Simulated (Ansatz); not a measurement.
The reference is BeS in the zinc blende structure (space group F-43m, No. 216; a = 4.876 Å).

Perturbation: a negative pressure, −1 GPa.

Levels (all Ansatz, a program for electronic structure, PAW): PBE (420 eV, spin-orbit coupling left out); HSE06 (420 eV, scalar-relativistic without spin-orbit coupling).

The geometry is relaxed with PBE.

| Property | Value |
|---|---|
| PBE band gap | 3.17 eV |

With HSE06 at the same geometry, the band gap rises by 0.95 eV (3.17 eV → 4.12 eV).

Single points use the geometry relaxed with PBE. The hybrid gap comes from the SCF mesh plus the semilocal run's edge points and a few special points and is an upper bound. Load acts through the strain it causes; cell and atoms are relaxed under it. Stability against distortions was not tested.
